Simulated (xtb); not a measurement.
xtb 6.7.1, GFN2-xTB: Si(H)2(Me)(NH2) (C[SiH2]N), 10 atoms. The geometry is a generated start, not checked to be a minimum at this level.

```yaml
run_flags: --grad
method: GFN2-xTB
"--acc": 1 (default)
"--etemp (K)": 300 (default)
basis_functions: 25
valence_electrons: 20
```

```xyz
10

Si    -0.5035    -0.4375     0.3081
C      1.3490    -0.3611    -0.1337
N     -1.4304     0.9501    -0.1367
H     -0.6568    -0.5394     1.7605
H     -1.1205    -1.5524    -0.4146
H      1.4982    -0.2510    -1.2049
H      1.8454     0.4756     0.3517
H      1.8648    -1.2660     0.1731
H     -1.5059     1.1906    -1.1124
H     -1.3403     1.7910     0.4087
```

One run each on 1 thread. Values of broydamp tried: 0.02, 0.05, 0.1, 0.2, 0.4 (default), 0.6, 0.8, 1.

Which value of broydamp needs the fewest SCC iterations, and what happens away from it?

Fewest SCC iterations, within one of each other: 0.4 (default) with 12, 0.6 with 12, 0.8 with 11, 1 with 11. The count rises to 19 at 0.02. All converge to one solution.

```csv
broydamp,SCC iterations,end
0.02,19,same solution
0.05,17,same solution
0.1,15,same solution
0.2,14,same solution
0.4 (default),12,same solution
0.6,12,same solution
0.8,11,same solution
1,11,same solution
```
